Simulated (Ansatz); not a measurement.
Start from TiO₂ in the anatase structure (space group I4_1/amd, No. 141; a = 3.770 Å, c = 9.552 Å).

Now apply this change: cell and atoms relaxed at a pressure of 1.8 GPa.

Levels (all Ansatz, a first-principles code, PAW): PBEsol (420 eV, no spin-orbit coupling); r2SCAN (500 eV, no SOC); HSE06 (420 eV, without spin-orbit coupling).

One geometry, relaxed with PBEsol, under each level:

```csv
level,band gap,lowest conduction level above the VBM at special points,pressure
PBEsol,2.09 eV,Γ 2.09 eV; M 2.47 eV; S 3.24 eV; S₀ 3.24 eV,1.80 GPa
r2SCAN,2.53 eV,Γ 2.53 eV; M 2.89 eV; S 3.66 eV; S₀ 3.66 eV,3.54 GPa
HSE06,3.64 eV,Γ 3.64 eV; M 4.06 eV; S 4.87 eV,–
```

Single points use the geometry relaxed with PBEsol. Their cutoffs differ, which shifts pressures a little. HSE06 was sampled on its mesh, a few special points and the semilocal edge points, so its gap is an upper bound. Load acts through the strain it causes; cell and atoms are relaxed under it. Stability against distortions was not tested. The final runs are not spin-polarised.
